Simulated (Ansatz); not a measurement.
## HfSiSe (space group P4/nmm, No. 129)

```cif
data_Hf2Se2Si2
_chemical_formula_sum 'Hf2 Si2 Se2'
_space_group_name_H-M_alt 'P4/nmm :1'
_space_group_IT_number 129
_space_group_name_Hall 'P 4ab 2ab -1ab'
_cell_length_a 3.57640
_cell_length_b 3.57640
_cell_length_c 8.25557
_cell_angle_alpha 90.000
_cell_angle_beta 90.000
_cell_angle_gamma 90.000
loop_
_space_group_symop_operation_xyz
  'x, y, z'
  '-y+1/2, x+1/2, z'
  '-x, -y, z'
  'y+1/2, -x+1/2, z'
  'x+1/2, -y+1/2, -z'
  '-y, -x, -z'
  '-x+1/2, y+1/2, -z'
  'y, x, -z'
  '-x+1/2, -y+1/2, -z'
  'y, -x, -z'
  'x+1/2, y+1/2, -z'
  '-y, x, -z'
  '-x, y, z'
  'y+1/2, x+1/2, z'
  'x, -y, z'
  '-y+1/2, -x+1/2, z'
loop_
_atom_site_label
_atom_site_type_symbol
_atom_site_symmetry_multiplicity
_atom_site_Wyckoff_symbol
_atom_site_fract_x
_atom_site_fract_y
_atom_site_fract_z
_atom_site_occupancy
Hf1 Hf 2 c 0.50000 0.00000 0.25547 1
Si1 Si 2 a 0.00000 0.00000 0.00000 1
Se1 Se 2 c 0.00000 0.50000 0.37919 1
```

Computed with PBEsol (Ansatz, a first-principles code; PAW; 420 eV plane waves; without spin-orbit coupling). Γ-centred 13×13×6 mesh, Fermi–Dirac width 0.05 eV.

| Property | Result |
|---|---|
| Volume per atom | 17.60 Å³ |
| Density | 8.98 g/cm³ |
| Band gap | zero |
| Total energy | -7215.657 eV/atom (σ→0; compares only within this code and set-up) |

Spin-orbit coupling, missing from the scalar runs, can matter with Hf. Whether these cells are dynamically stable was not tested. All final runs are without spin polarisation. A zero or small gap of HfSiSe can be the functional's error rather than a property of the material.
